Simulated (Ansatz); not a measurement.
GaP under load (space group F-43m), r2SCAN with spin-orbit coupling, rigid bands (Ansatz, a quantum-chemistry and plane-wave program). Condition of this run: hydrostatic pressure of 1.4 GPa (compression positive) (the target of the relaxation). Band gap 1.78 eV, N_c = 3.93e19 cm⁻³ and N_v = 2.17e19 cm⁻³ at 300 K, conductivity masses of 0.338 mₑ (electrons) and 0.470 mₑ (holes). Take k_BT = 0.02585 eV.

Task: Find the intrinsic carrier density and the intrinsic Fermi level.

Result: n_i = √(N_c N_v) exp(−E_g/2k_BT) = 2.92e19 × exp(−34.43) = 3.3e4 cm⁻³. The level lies (k_BT/2) ln(N_v/N_c) = -8 meV from mid-gap (positive towards the conduction band). Each 0.1 eV added to the gap lowers n_i by a factor of 6.9.

Task: What built-in voltage has an abrupt junction with N_A = 1e17 and N_D = 1e18 cm⁻³, all dopants ionised?

Result: V_bi = E_g/e − (k_BT/e) ln(N_c N_v/(N_A N_D)) = 1.78 − 0.02585 × 9.05 = 1.55 V, for the computed gap.

Task: What thermal injection velocity √(2k_BT/πm) limits a ballistic channel?

Result: 9.25e6 cm/s for electrons and 7.85e6 cm/s for holes, a ratio of √(m_h/m_e) = 1.18, for dilute carriers.

Rigid bands with the computed gap; masses take one relaxation time for all states. Geometry: cell and atoms relaxed with PBEsol.
